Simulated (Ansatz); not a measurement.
LaNbN₃ (model structure, Pm-3m, No. 221, 5 atoms in the cell): equilibrium lattice constant a by level of theory

No measured value is used here.

```json
[
 {"level (code)": "LDA (Ansatz)", "value (Å)": "4.037"},
 {"level (code)": "PBEsol (Ansatz)", "value (Å)": "4.063"},
 {"level (code)": "r²SCAN (Ansatz)", "value (Å)": "___"}
]
```

Problem. What belongs in the gaps?

Solution. 
- r²SCAN (Ansatz, an electronic-structure program), value (Å): 4.090

Cutoffs differ between the levels. Ansatz's density-functional and Hartree–Fock values are scalar-relativistic unless marked +SOC, with PAW data made under PBE.

A model structure was made by putting elements into a prototype or built by hand; it is no filed structure, need not be a known phase, and can be a saddle point held by its symmetry.
